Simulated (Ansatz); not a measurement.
Base system: Sc in the hcp (Mg type) structure (space group P6_3/mmc, No. 194; a = 3.275 Å, c = 5.105 Å; relaxed with 0.1 eV smearing). Axes: x lies along a and z along c of the hexagonal cell.

The values are results of Ansatz (a first-principles code), PBEsol, PAW, cutoff 420 eV, no SOC, not measurements.

Now apply this change: uniaxial strain ε_xx = +2.50 %, all other strain components held at zero, atoms relaxed at fixed cell.

Task: Predict the stress tensor and what it implies for the stiffness.

Result: Stress of the strained cell less that of the base (GPa, compression positive):
```
   -2.4     0.0     0.0
    0.0    -0.9     0.0
    0.0     0.0    -0.7
```

Then −Δσ_ii/ε with ε = 0.0250 gives secant stiffness values (nonlinear terms included at this strain): C11 ≈ 97 GPa, C12 ≈ 37 GPa and C13 ≈ 28 GPa.

As a check, the harmonic strain energy −½ V₀ Δσ:ε is 4.5 meV/atom; the computed energy rise is 4.6 meV/atom.

No phonon test of stability was made. The final runs are not spin-polarised.
